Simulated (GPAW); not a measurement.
GPAW run on TaAl₃ (I4/mmm, 4 atoms in the cell): self-consistent single point.

Level of theory: LDA (Perdew-Wang 92), GPAW PAW datasets LDA (gpaw-data 1.0.1) (plane waves; GPAW).

```yaml
crystal:
  lattice:
    - [-1.91710, 1.91710, 4.25129]
    - [1.91710, -1.91710, 4.25129]
    - [1.91710, 1.91710, -4.25129]
  atoms:
    - { symbol: Ta, position: [0.00000, 0.00000, 0.00000] }
    - { symbol: Al, position: [0.50000, 0.50000, 0.00000] }
    - { symbol: Al, position: [0.75000, 0.25000, 0.50000] }
    - { symbol: Al, position: [0.25000, 0.75000, 0.50000] }
```

Reference input (self-consistent single point, DFT PBEsol, plane waves, GPAW PAW datasets PBEsol (made by gpaw-setup)): mode = pw; ecut = 600 eV; xc = PBEsol; kpts = 11 11 11; mesh shift (steps) = 0 0 0; occupations.name = methfessel-paxton; occupations.width = 0.1 eV; occupations.order = 0; nbands = -8; convergence.density = 1e-05 e/electron; symmetry.symmorphic = false; symmetry.tolerance = 0.0005. This run's input differs from it in these lines:

```diff
@@ -15,3 +15,3 @@
 calc = GPAW(mode=PW(600),
-            xc='PBEsol',
+            xc='LDA',
             kpts=(11, 11, 11),
```

Its files differ too (potentials: GPAW PAW datasets LDA (gpaw-data 1.0.1)).

The program printed (abridged):

```
     iter     time        total  log10-change:
                         energy   eigst   dens
iter:   1 --:--:--   -24.856984
iter:   2 --:--:--   -24.881124   -1.10  -1.11
iter:   3 --:--:--   -25.023619   -0.99  -1.12
iter:   4 --:--:--   -24.851453   -2.56  -1.50
iter:   5 --:--:--   -24.778708   -2.09  -1.82
iter:   6 --:--:--   -24.782844   -3.48  -2.17
iter:   7 --:--:--   -24.772391c  -2.91  -2.20
iter:   8 --:--:--   -24.772165c  -3.56  -2.81
iter:   9 --:--:--   -24.772108c  -5.30  -3.13
iter:  10 --:--:--   -24.772121c  -5.62  -3.49
iter:  11 --:--:--   -24.772103c  -5.83  -3.70
iter:  12 --:--:--   -24.772102c  -6.66  -4.10
iter:  13 --:--:--   -24.772103c  -7.14  -4.15
iter:  14 --:--:--   -24.772102c  -7.05  -4.39
iter:  15 --:--:--   -24.772102c  -8.76c -4.72
iter:  16 --:--:--   -24.772102c  -8.35c -4.74
iter:  17 --:--:--   -24.772102c  -7.26  -4.81
iter:  18 --:--:--   -24.772102c  -8.20c -4.60
iter:  19 --:--:--   -24.772102c  -8.17c -4.94
iter:  20 --:--:--   -24.772102c  -9.03c -5.19c
Converged after 20 iterations.

Dipole moment: (-0.000000, -0.000000, 0.000000) |e|*Ang

Energy contributions relative to reference atoms: (reference = -443657.583504)

Kinetic:        +23.138358
Potential:      -15.887886
External:        +0.000000
XC:             -31.695904
Entropy (-ST):   -0.003030
Local:           -0.325155
SIC:             +0.000000
--------------------------
Free energy:    -24.773617
Extrapolated:   -24.772102

Showing only first 2 kpts
 Kpt  Band  Eigenvalues  Occupancy
  0     9      6.80927    2.00000
  0    10      9.19620    0.03068
  0    11     10.37357    0.00000
  0    12     10.37357    0.00000

  1     9      7.22803    2.00000
  1    10      8.26118    2.00000
  1    11     10.59519    0.00000
  1    12     10.62117    0.00000

Fermi level: 9.04337

No gap
No difference between direct/indirect transitions
Energy (eV): -24.772102

Forces in eV/Ang:
  0 Ta    0.00000    0.00000    0.00000
  1 Al    0.00000    0.00000   -0.00000
  2 Al   -0.00000   -0.00000    0.00000
  3 Al   -0.00000    0.00000    0.00000

Stress tensor:
     0.023032     0.000000    -0.000000
     0.000000     0.023032     0.000000
    -0.000000     0.000000     0.018533
Stress (GPa, Voigt): [ 3.6901  3.6901  2.9693  0.     -0.      0.    ]
```

The run converged in 20 iterations. GPAW prints stress with tension positive. Against the reference run the pressure goes from 0.01 to -3.45 GPa.

The starting cell comes from a database of computed structures (which also holds hypothetical and non-ambient phases and stackings), without a prior relaxation at this level. Spin polarisation is off. With a pressure of about -3 GPa the cell is away from its equilibrium volume at this level.

Cost on one core of a shared machine: roughly 4 min.
